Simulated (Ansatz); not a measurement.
The starting structures come from a database of crystals and need not be the phases stable at ambient conditions.

 Where the default PAW files enter, the runs use the earlier of Ansatz's two default sets.

```
CELL_PARAMETERS angstrom
      3.08864     0.00000     0.00000
     -1.54432     2.67484     0.00000
      1.54432    -0.89161     2.44620
ATOMIC_POSITIONS crystal
  Al 0.00000 0.00000 0.00000
  N  0.75000 0.25000 0.75000
```

Space group of this cell: R3m. The cell is strained (lengths along the current scaled by 0.97, ions clamped); by r2SCAN its mean pressure is 7.3 GPa.

Transport runs along the normal of the first two printed cell vectors, the (111) (indices of the unstrained crystal) plane of the conventional cell.

The gap is the functional's own, uncorrected, and κ follows it; spin-orbit coupling is left out. Mid-gap values are interpolated between the computed energies.

Problem. Give the band gap and the smallest decay constant κ at mid-gap that Ansatz (a first-principles code) with r2SCAN yields.

Solution. Gap 3.84 eV on a 12×12×12 mesh; κ = 0.297 1/Å, at the zone centre.
